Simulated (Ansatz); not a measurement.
Structures of equal composition on the (0001) surface of 4H silicon carbide (Si plane on top): (√3x√3)R30° In adatom at H3; (√3x√3)R30° In adatom at T4. The slabs share one bottom face, and each structure is named by its start. These are constructed structures in small cells; real faces may alloy, dewet or reconstruct in larger ones, and not all known structures of the face are among them. Slabs of about 10 Å with all that they carry, Fermi-Dirac smearing of 0.025 eV. Bottom of the slabs: H caps. Relaxed from the named starts with such symmetry as they have, on meshes of like density; energies extrapolated to zero smearing; no spin-orbit coupling, no U. Spin-polarised runs, if any, are marked in brackets, and their order is one that fits the cell; the others ran without spin. Where a second, spin-polarised start was run, the lower counts.

Host crystal: 4H silicon carbide, with a band gap (PBE, scalar-relativistic without spin-orbit coupling).

The numbers are results of HSE06, at the PBE geometry (plane waves to 420 eV, PAW; Ansatz, a first-principles code), not measurements.

Task: Put the candidates in order of energy per 1x1 cell, lowest first, for HSE06, at the PBE geometry.

Result: (√3x√3)R30° In adatom at T4 (0.000 eV), (√3x√3)R30° In adatom at H3 (0.135 eV)
